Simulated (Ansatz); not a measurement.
We consider CaAlHO2 (model structure, started from the SrVO2H type, P4/mmm, No. 123, 5 atoms in the cell), described by LDA (plane waves, PAW; Ansatz, a quantum-chemistry and plane-wave program).

Numerical settings: plane-wave cutoff 520 eV, 10×10×10 k mesh, Fermi–Dirac smearing 0.01 eV, scalar-relativistic PAW data made under PBE.

Cell (relaxed at this level):

```xyz
5
Lattice="3.6877 0.0000 0.0000 0.0000 3.6877 0.0000 0.0000 0.0000 3.4054" Properties=species:S:1:pos:R:3 pbc="T T T"
Ca     1.8438     1.8438     1.7027
Al     0.0000     0.0000     0.0000
O      1.8438     0.0000     0.0000
O      0.0000     1.8438     0.0000
H      0.0000     0.0000     1.7027
```

**Question.** Give the computed band gap, smallest direct gap on the k points sampled and Γ–Γ gap.

**Answer.** 
- band gap: 3.59 eV (indirect)
- smallest direct gap on the k points sampled: 4.62 eV
- Γ–Γ gap: 5.63 eV

Note: the relaxation could raise the start's symmetry but not lower it, so the cell can be a saddle point.

The computed numbers hold no vibrational or temperature effects.

A model structure was made by putting elements into a prototype or built by hand; it is no filed structure, need not be a known phase, and can be a saddle point held by its symmetry.
